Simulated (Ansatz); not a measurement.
Results of r²SCAN (Ansatz, a quantum-chemistry and plane-wave program, plane waves, PAW) for HoRu2 (P6₃/mmc, No. 194; cell taken from a computed entry).

Run with plane-wave cutoff 500 eV, 12×12×6 k mesh (along the axes of the cell as run), Fermi–Dirac smearing 0.1 eV, spin-polarised start, scalar-relativistic PAW data made under PBE.

Computed at the level's own relaxed cell.

Q: Predict the volume per atom, lattice constant a and lattice parameter c.

A: 
volume per atom: 17.41 Å³/atom
lattice constant a: 5.217 Å
lattice parameter c: 8.864 Å

Note: the magnetic order was assumed, not searched for or taken from measurement; the relaxation could not lower the start's symmetry, so the cell can be a saddle point above a distorted one; the 4f shell is treated without U or exact exchange, so its levels and filling can be wrong.

Spin–orbit coupling is not included.

The computed numbers hold no vibrational or temperature effects.
